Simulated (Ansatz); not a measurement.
# CdS (P6_3mc): band-edge transport data

Given:

```yaml
crystal:
  lattice:
    - [4.12381, 0.00000, 0.00000]
    - [-2.06191, 3.57133, 0.00000]
    - [0.00000, 0.00000, 6.71000]
  atoms:
    - { symbol: Cd, position: [0.33333, 0.66667, 0.99925] }
    - { symbol: Cd, position: [0.66667, 0.33333, 0.49925] }
    - { symbol: S, position: [0.33333, 0.66667, 0.37575] }
    - { symbol: S, position: [0.66667, 0.33333, 0.87575] }
```

Calculation: PBE with spin-orbit coupling, rigid bands (plane waves, PAW; Ansatz, a first-principles code). Cell: cell and atoms relaxed with PBEsol.

| Quantity | Result |
|---|---|
| band gap | 1.22 eV |
| electron conductivity mass (300 K, dilute) | 0.150 (x), 0.150 (y), 0.139 (z) mₑ |
| hole conductivity mass (300 K, dilute) | 1.19 (x), 1.19 (y), 1.53 (z) mₑ |
| effective density of states N_c (300 K) | 1.3e18 cm⁻³ |
| effective density of states N_v (300 K) | 4.7e19 cm⁻³ |
| density-of-states mass, electrons | 0.140 mₑ |
| density-of-states mass, holes | 1.52 mₑ |
| Seebeck coefficient, n-type 1e19 cm⁻³, 300 K | -88 μV/K |
| best n-type power factor at 300 K for τ = 10 fs (best axis; densities from 1e16 to 1e21 cm⁻³ tried, whether or not they can be reached) | 1.51 μW/(cm·K²) at 3e18 cm⁻³ |
| Seebeck coefficient, p-type 1e19 cm⁻³, 300 K | 382 μV/K |
| best p-type power factor at 300 K for τ = 10 fs (best axis; densities from 1e16 to 1e21 cm⁻³ tried, whether or not they can be reached) | 11.2 μW/(cm·K²) at 3e20 cm⁻³ |

Rigid bands; masses and Seebeck coefficients take one relaxation time τ for all states and one kind of carrier; polarons and phonon drag are left out. Geometry: cell and atoms relaxed with PBEsol.
